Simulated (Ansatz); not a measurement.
Start from InP in the zinc blende structure (space group F-43m, No. 216; a = 5.879 Å).

Perturbation: full substitution In → Ga, then cell and atoms are relaxed.

Levels (all Ansatz, a quantum-chemistry and plane-wave program, PAW, earlier PAW set): PBEsol (420 eV, no spin-orbit coupling); PBEsol+SOC (420 eV, spin-orbit coupling included).

The geometry is relaxed with PBEsol.

| Item | Result |
|---|---|
| PBEsol smallest direct gap | 1.80 eV |
| PBEsol lowest conduction level above the VBM at special points | X 1.50 eV; L 1.60 eV; Γ 1.80 eV; U 2.06 eV |

With PBEsol+SOC at the same geometry, the smallest direct gap falls by 0.03 eV (1.80 eV → 1.77 eV); the lowest conduction level above the VBM at special points goes from X 1.50 eV; L 1.60 eV; Γ 1.80 eV; U 2.06 eV to X 1.47 eV; L 1.57 eV; Γ 1.77 eV; U 2.03 eV; the hole mass (degenerate bands, along [100]) amounts to 0.14, 0.36 mₑ (at Γ). The threefold valence maximum splits by Δso ≈ 0.09 eV.

Single points use the geometry relaxed with PBEsol. Differences between runs with and without spin-orbit coupling are approximate. Effective masses come from finite differences of ±0.01 Å⁻¹. Stability against distortions was not tested.
